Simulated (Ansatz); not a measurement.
Data:

```
CELL_PARAMETERS angstrom
      0.00000     2.70024     2.70024
      2.70024     0.00000     2.70024
      2.70024     2.70024     0.00000
ATOMIC_POSITIONS crystal
  Zn 0.00000 0.00000 0.00000
  Se 0.25000 0.25000 0.25000
```

No spin polarisation.

Method: DFT with LDA, PAW potentials and a 420 eV plane-wave cutoff in Ansatz (a first-principles code), scalar-relativistic without spin-orbit coupling. Settings: 10×10×10 k-points, 0.05 eV Fermi–Dirac smearing.

**Question.** What is the computed gap character?

**Answer.** Direct at Γ.

**Question.** What is the computed band gap?

**Answer.** 1.64 eV.

**Question.** Predict the hole mass (degenerate bands, along [100]).

**Answer.** 0.11, 0.49, 0.49 mₑ (at Γ).

The cells carry an imposed strain or load. Masses are band curvatures over ±0.01 Å⁻¹ around the edge. Whether these cells are dynamically stable was not tested. The cell was made from ZnSe in the zinc blende structure (space group F-43m, No. 216) by this change: isotropic strain −3.00 %.
